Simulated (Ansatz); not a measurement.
CrI3: tensor shear ε_yz = +0.66 %

Consider CrI3 in the BiI3 type structure (space group R-3, No. 148; ferromagnetic; layered, stacked along the Cartesian z axis).

```
CrI3
1.0
    3.40909     1.96824     6.49258
   -3.40909     1.96824     6.49258
    0.00000    -3.93648     6.49258
Cr I
2 6
Direct
  0.33385   0.33385   0.33385
  0.66615   0.66615   0.66615
  0.07827   0.73185   0.42930
  0.42930   0.07827   0.73185
  0.73185   0.42930   0.07827
  0.92173   0.26815   0.57070
  0.57070   0.92173   0.26815
  0.26815   0.57070   0.92173
```

Cartesian axes are those of the cell as printed.

Now apply this change: tensor shear ε_yz = +0.66 % (engineering shear γ = 0.0132), atoms relaxed at fixed cell.

The values are results of PBE-D3(BJ) (Ansatz, a program for electronic structure; PAW; 420 eV plane waves; without spin-orbit coupling), not measurements. Settings: 6×6×6 k-points, 0.05 eV Fermi–Dirac smearing.

- Space group: P-1 (No. 2) (base R-3 (No. 148))
- Energy relative to the base (free energy F): +0.1 meV/atom
- Band gap: 1.07 eV (base 1.08 eV)
- Gap character: indirect, k = (1/3, -0.167, -0.167) in the run's primitive reciprocal basis → X
- Smallest direct gap: 1.17 eV (base 1.17 eV)
- Magnetic state: ferromagnetic (base ferromagnetic)
- Largest site moment: 2.92 μB (base 2.92 μB)
- Largest internal atomic displacement: 0.018 Å
- Stress (xx, yy, zz, yz, xz, xy; compression positive): (0.0, 0.0, 0.0, -0.1, 0.0, 0.0) GPa

The magnetic state is the one reached from the starting moments; the real material's order can differ, and small cells can't hold many antiferromagnetic ones. With I present, leaving out spin-orbit coupling can change the band edges. The cells carry an imposed strain or load. Stability against distortions was not tested. Labels are those of the standard path for the cell's own space group.
